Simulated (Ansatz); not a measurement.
Base system: KBr in the rock salt structure (space group Fm-3m, No. 225).

```
KBr
1.0
    0.00000     3.30411     3.30411
    3.30411     0.00000     3.30411
    3.30411     3.30411     0.00000
Br K
1 1
Direct
  0.00000   0.00000   0.00000
  0.50000   0.50000   0.50000
```

Calculations: r2SCAN in Ansatz (plane waves to 500 eV, PAW, spin-orbit coupling left out).

Base values:

The lattice parameter a is 6.608 Å.

Now apply this change: a negative pressure, −1 GPa.

What happens to the lattice parameter a?

The lattice parameter a increases by 0.168 Å, from 6.608 Å to 6.776 Å.

Load acts through the strain it causes; cell and atoms are relaxed under it. Whether these cells are dynamically stable was not tested.

Ansatz is a program for electronic structure.
